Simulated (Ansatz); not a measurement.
HfGe (model structure, started from the NbAs type, I4₁md, No. 109, 4 atoms in the cell)

These are PBEsol (plane waves, PAW; Ansatz, a program for electronic structure) values and carry that method's errors.

Settings: plane-wave cutoff 500 eV, 16×16×16 k mesh, Fermi–Dirac smearing 0.05 eV, scalar-relativistic PAW data made under PBE.

Cell (relaxed at this level):

```xyz
4
Lattice="-1.7160 1.7160 6.7801 1.7160 -1.7160 6.7801 1.7160 1.7160 -6.7801" Properties=species:S:1:pos:R:3 pbc="T T T"
Hf     0.0000     0.0000    10.2699
Hf     0.0000     1.7160     0.0997
Ge     0.0000     0.0000     2.1513
Ge     0.0000     1.7160     5.5414
```

```yaml
band_gap: zero (no gap)
```

Note: the relaxation could raise the start's symmetry but not lower it, so the cell can be a saddle point.

Spin–orbit coupling is not included.

Static lattice: no zero-point or thermal effects.

A model structure was made by putting elements into a prototype or built by hand; it is no filed structure, need not be a known phase, and can be a saddle point held by its symmetry.
